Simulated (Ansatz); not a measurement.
**ZrSi2: biaxial strain +1.21 %, plane normal [001], relaxed out of plane**

Take ZrSi2 (space group Cmcm, No. 63; a = 3.704 Å, b = 14.792 Å, c = 3.679 Å) as the base. Axes: x, y, z lie along a, b, c of the conventional cell.

Modification: biaxial strain +1.21 %, plane normal [001], relaxed out of plane (Cartesian); in-plane vectors clamped, the third vector and the atoms free.

Computed with Kohn–Sham DFT with the PBE functional, run in Ansatz (a program for electronic structure) with PAW and 420 eV plane waves, no spin-orbit coupling. Settings: 13×13×13 k-points, 0.05 eV Fermi–Dirac smearing.

The volume per atom rises by 0.295 Å³ to 17.09 Å³ and the shortest interatomic distance hardly moves (2.420 Å against 2.419 Å). The energy goes up by 3.6 meV/atom and the pressure (mean of the normal stresses, compression positive) goes from zero to -1.9 GPa. The band gap is still zero and the out-of-plane strain is -0.66 % (rough). The mean in-plane stress (compression positive) comes out as -2.8 GPa (rough).

Final structure (turned so that z lies along the plane normal):

```yaml
crystal:
  lattice:
    - [3.74927, 0.00000, 0.00000]
    - [1.87464, 7.48558, 0.00000]
    - [0.00000, 0.00000, 3.65467]
  atoms:
    - { symbol: Si, position: [0.94706, 0.10588, 0.75000] }
    - { symbol: Si, position: [0.05294, 0.89412, 0.25000] }
    - { symbol: Si, position: [0.24936, 0.50129, 0.75000] }
    - { symbol: Si, position: [0.75064, 0.49871, 0.25000] }
    - { symbol: Zr, position: [0.60576, 0.78847, 0.75000] }
    - { symbol: Zr, position: [0.39424, 0.21153, 0.25000] }
```

Cost of the whole job for the changed cell (relaxation, final SCF and bands): about 5 core-minutes (a rough figure).

Without a gap, meshes like the base's 13×13×13 leave anisotropic stresses uncertain by several tenths of a GPa, and small strain energies with them. Stability against distortions was not tested. All final runs are without spin polarisation.
